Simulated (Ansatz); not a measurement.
Ge₃N₄ (Fd-3m, No. 227, 14 atoms in the cell; start mp-476) was calculated with PBEsol+SOC (plane waves, PAW; Ansatz, a first-principles code).

Settings: plane-wave cutoff 520 eV, 8×8×8 k mesh, Fermi–Dirac smearing 0.01 eV, PAW data made under PBE.

Cell (relaxed with PBEsol):

Space group Fd-3m, origin choice 1 (No. 227); a = b = c = 8.232 Å, α = β = γ = 90.00°

```tsv
atom	site	symmetry	x	y	z
Ge	16d	.-3m	0.6250	0.6250	0.6250
Ge	8a	-43m	0.0000	0.0000	0.0000
N	32e	.3m	0.3831	0.3831	0.3831
```
(The calculation used a cell of 14 atoms; values per cell refer to that cell.)

Task: Give the computed band gap and smallest direct gap on the k points sampled.

Result: 
- band gap = 2.10 eV
- smallest direct gap on the k points sampled = 2.11 eV

The computed numbers hold no vibrational or temperature effects.

The result took very roughly 25 core-minutes.

A start named mp-… is a Materials Project structure, which need not be a measured phase.
